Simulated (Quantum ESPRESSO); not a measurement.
Worked example: self-consistent single point of ScBi (Fm-3m, 2 atoms in the cell) in Quantum ESPRESSO.

Level of theory: LDA (PZ), spin-orbit coupling, PseudoDojo fully relativistic norm-conserving (PBE) pseudopotentials (plane waves; Quantum ESPRESSO).

```yaml
crystal:
  lattice:
    - [-3.07776, 0.00000, 3.07776]
    - [0.00000, 3.07776, 3.07776]
    - [-3.07776, 3.07776, 0.00000]
  atoms:
    - { symbol: Sc, position: [0.50000, 0.50000, 0.50000] }
    - { symbol: Bi, position: [0.00000, 0.00000, 0.00000] }
```

Reference input (self-consistent single point, DFT, LDA (PW92), plane waves, PseudoDojo standard norm-conserving (LDA) pseudopotentials): ecutwfc = 80 Ry; occupations = smearing; smearing = gauss; degauss = 0.0147 Ry; potentials = {Sc: Sc.upf, Bi: Bi.upf}; K_POINTS = automatic 8 8 8 0 0 0; conv_thr = 1e-11 Ry; mixing_beta = 0.7. This run's input differs from it in these lines:

```diff
@@ -17,2 +17,5 @@
    degauss = 0.0147
+   noncolin = .true.
+   lspinorb = .true.
+   input_dft = 'pz'
 /
```

Its files differ too (potentials: PseudoDojo fully relativistic norm-conserving (PBE)).

The program printed (abridged):

```
     Self-consistent Calculation

     iteration #  1     ecut=    80.00 Ry     beta= 0.70

     Threshold (ethr) on eigenvalues was too large:
     Diagonalizing with lowered threshold

     total energy              =    -259.46580745 Ry
     estimated scf accuracy    <       0.07105835 Ry

     iteration #  2     ecut=    80.00 Ry     beta= 0.70

     total energy              =    -259.45808073 Ry
     estimated scf accuracy    <       0.15478730 Ry

     iteration #  3     ecut=    80.00 Ry     beta= 0.70

     total energy              =    -259.49445338 Ry
     estimated scf accuracy    <       0.00423929 Ry

   [... 4 blocks of this kind left out ...]

     iteration #  8     ecut=    80.00 Ry     beta= 0.70

     total energy              =    -259.49511386 Ry
     estimated scf accuracy    <          3.3E-09 Ry

     iteration #  9     ecut=    80.00 Ry     beta= 0.70
     End of self-consistent calculation

     the Fermi energy is     9.7915 ev

!    total energy              =    -259.49511386 Ry
     estimated scf accuracy    <          9.7E-12 Ry
     smearing contrib. (-TS)   =      -0.00064969 Ry
     internal energy E=F+TS    =    -259.49446416 Ry

     convergence has been achieved in   9 iterations

     Forces acting on atoms (cartesian axes, Ry/au):

     atom    1 type  1   force =    -0.00000000   -0.00000000   -0.00000000
     atom    2 type  2   force =     0.00000000    0.00000000    0.00000000

     Total force =     0.000000     Total SCF correction =     0.000000

          total   stress  (Ry/bohr**3)                   (kbar)     P=      -73.40
  -0.00049898   0.00000000  -0.00000000          -73.40        0.00       -0.00
   0.00000000  -0.00049898  -0.00000000            0.00      -73.40       -0.00
  -0.00000000  -0.00000000  -0.00049898           -0.00       -0.00      -73.40

   JOB DONE.
```

The run converged in 9 iterations. Against the reference run the pressure hardly changes (-7.32 to -7.34 GPa). The full log also holds: “c_bands:  1 eigenvalues not converged”.

The starting cell comes from a database of computed structures (which also holds hypothetical and non-ambient phases and stackings), without a prior relaxation at this level. Its lattice was rescaled by a random factor within 2.5 % of one. With a pressure of about -7 GPa the cell is away from its equilibrium volume at this level.

Cost on one core of a shared machine: roughly 2 min.
